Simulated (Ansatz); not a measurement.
# Pressure series in hypothetical P4_2/mnm MgO

Consider MgO (space group P4_2/mnm, No. 136; a hypothetical phase, not in the database extracts checked).

```
MgO
1.0
    5.56514     0.00000     0.00000
    0.00000     5.56514     0.00000
    0.00000     0.00000     3.29250
Mg O
4 4
Direct
  0.32098   0.67902   0.00000
  0.67902   0.32098   0.00000
  0.82098   0.82098   0.50000
  0.17902   0.17902   0.50000
  0.31675   0.31675   0.00000
  0.68325   0.68325   0.00000
  0.18325   0.81675   0.50000
  0.81675   0.18325   0.50000
```

Cell and atoms are relaxed at each pressure.

Levels (all Ansatz, a first-principles code, PAW): PBE (420 eV, no SOC); PBEsol (420 eV, no SOC).

The base cell above is that of PBE; each level relaxes its own structures.

| case | volume per atom, PBE | volume per atom, PBEsol |
|---|---|---|
| pressure −2 GPa | 13.00 Å³ | 12.67 Å³ |
| pressure −1 GPa | 12.87 Å³ | 12.55 Å³ |
| pressure 0.3 GPa | 12.71 Å³ | 12.40 Å³ |
| pressure 0.7 GPa | 12.66 Å³ | 12.36 Å³ |
| pressure 1.5 GPa | 12.57 Å³ | 12.27 Å³ |
| pressure 3 GPa | 12.40 Å³ | 12.11 Å³ |
| pressure 5 GPa | 12.19 Å³ | 11.90 Å³ |
| pressure 7.5 GPa | 11.94 Å³ | 11.66 Å³ |
| pressure 10 GPa | 11.70 Å³ | 11.39 Å³ |

PBE lies above PBEsol in every row, by 0.29 Å³ to 0.33 Å³. They put the cases in the same order.

Load acts through the strain it causes; cell and atoms are relaxed under it. No phonon test of stability was made. No other phases were tried under pressure.
